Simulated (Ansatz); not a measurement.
For BaTiNOF (model structure, Pmmm, No. 47, 5 atoms in the cell), PBEsol (Ansatz, a quantum-chemistry and plane-wave program, plane waves, PAW) gives:

- bulk modulus = 149 GPa
- cohesive energy = 6.11 eV/atom
- band gap = 0.10 eV

Q: What does r²SCAN in Ansatz (PAW) give for the same quantities?

A: 
- bulk modulus: 148 GPa (is nearly the same)
- cohesive energy: 5.72 eV/atom (falls by 0.39 eV/atom)
- band gap: 0.39 eV (increases by 0.29 eV)

Changes are worked out from the printed values.

Unless a cell is named, each level is at its own relaxed cell (PBEsol 13.16, r²SCAN 13.43 Å³/atom).

Spin–orbit coupling is included only where a level's name says +SOC; with heavier elements it mostly lowers gaps and can invert bands. Density-functional gaps are differences of (generalised) Kohn–Sham levels.

Caveats: the bulk modulus is −V dP/dV from two relaxed cells at ±2 % in volume (PBEsol, r²SCAN). Ansatz's density-functional and Hartree–Fock values are scalar-relativistic unless marked +SOC, with PAW data made under PBE.

A model structure was made by putting elements into a prototype or built by hand; it is no filed structure, need not be a known phase, and can be a saddle point held by its symmetry.
